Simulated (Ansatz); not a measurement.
## TiAl3: response to strain

The reference is TiAl3 (space group I4/mmm, No. 139; a = 3.818 Å, c = 8.544 Å; relaxed with 0.1 eV smearing). Axes: x, y, z lie along a, b, c of the conventional cell.

Strains are applied to the cell and any free atomic positions relax.

The values are results of PBEsol (Ansatz, a program for electronic structure, PAW, without spin-orbit coupling), earlier PAW set, not measurements.

Notes on the quantities. energy relative to the base: free energy F; pressure: mean of the normal stresses, compression positive.

```json
[
 {"case": "base", "energy relative to the base": "0 meV/atom", "pressure": "0.0 GPa", "shortest interatomic distance": "270.0 pm", "space group": "I4/mmm (No. 139)"},
 {"case": "isotropic strain −3.04 %", "energy relative to the base": "+49 meV/atom", "pressure": "12.4 GPa", "shortest interatomic distance": "261.8 pm", "space group": "I4/mmm (No. 139)"},
 {"case": "uniaxial strain ε_xx = −1.11 %", "energy relative to the base": "+1.2 meV/atom", "pressure": "___", "shortest interatomic distance": "268.5 pm", "space group": "Immm (No. 71)"},
 {"case": "uniaxial strain ε_yy = +1.99 %", "energy relative to the base": "___", "pressure": "-2.1 GPa", "shortest interatomic distance": "272.7 pm", "space group": "Immm (No. 71)"},
 {"case": "tensor shear ε_xz = +0.98 %", "energy relative to the base": "+1.8 meV/atom", "pressure": "0.1 GPa", "shortest interatomic distance": "269.6 pm", "space group": "C2/m (No. 12)"}
]
```

**Question.** Complete the table.

**Answer.** 
- uniaxial strain ε_xx = −1.11 %, pressure: 1.3 GPa
- uniaxial strain ε_yy = +1.99 %, energy relative to the base: +3.8 meV/atom

Whether these cells are dynamically stable was not tested. All final runs are without spin polarisation.
